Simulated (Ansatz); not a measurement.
**What biaxial strain −4.09 %, plane normal [001], relaxed out of plane does to Mg2OsH6**

The parent structure is Mg₂OsH₆ (space group Fm-3m, No. 225; a = 6.646 Å; a cell from a computed database, its experimental status unchecked). Axes: x, y, z lie along the cube axes.

Perturbation: compressive biaxial strain of 4.09 % in the plane normal to [001], as in epitaxy on a mismatched substrate; the out-of-plane cell vector and the atoms relax.

The values are results of r2SCAN (Ansatz, a program for electronic structure), no SOC, earlier PAW set, not measurements. k-mesh 9×9×9 (Γ-centred); smearing 0.05 eV (Fermi–Dirac).

- Volume per atom = 7.66 Å³ (base 8.15 Å³)
- Energy relative to the base (free energy F) = +17 meV/atom
- Pressure (mean of the normal stresses, compression positive) = 5.92 GPa (base -0.01 GPa)
- Band gap = 3.71 eV (base 3.82 eV)
- Gap character = indirect, P → Γ–M (75 % along)
- Smallest direct gap = 3.73 eV (base 3.83 eV)
- Electron mass = 1.3 mₑ along k, 0.52 mₑ across (off the special points)
- Valley order (the lowest conduction-band minima on the path, energy above the VBM, named in the base's zone) = a point along [001], about 0.7 Å⁻¹ from Γ 3.71 eV; X along [100] 3.73 eV; L along [1-1-1] 4.25 eV (base a point along ⟨100⟩, about 0.8 Å⁻¹ from Γ 3.82 eV; L along ⟨111⟩ 4.31 eV)
- Out-of-plane strain = +2.17 %
- Ratio −ε⊥/ε∥ = 0.53
- Mean in-plane stress (compression positive) = +8.9 GPa

Final structure (turned so that z lies along the plane normal):

```
Mg2OsH6
1.0
    4.50709     0.00000     0.00000
    0.00000     4.50709     0.00000
    2.25354    -2.25354     3.39491
Mg H Os
2 6 1
Cartesian
  2.25354   0.00000   1.69745
  4.50709   2.25354   1.69745
  2.25354   2.25354   1.71498
  4.50709   0.00000   1.67993
  1.18372   1.18372   0.00000
  3.32337   3.32337   0.00000
  3.32337   1.18372   0.00000
  1.18372   3.32337   0.00000
  0.00000   0.00000   0.00000
```

Cost of the whole job for the changed cell (relaxation, final SCF and bands): around 2.0 core-minutes (rough).

With Os present, leaving out spin-orbit coupling can change the band edges. Masses are band curvatures over ±0.01 Å⁻¹ around the edge. Along k means along the line from Γ to the band edge. No phonon test of stability was made. Labels are those of the standard path for the cell's own space group.
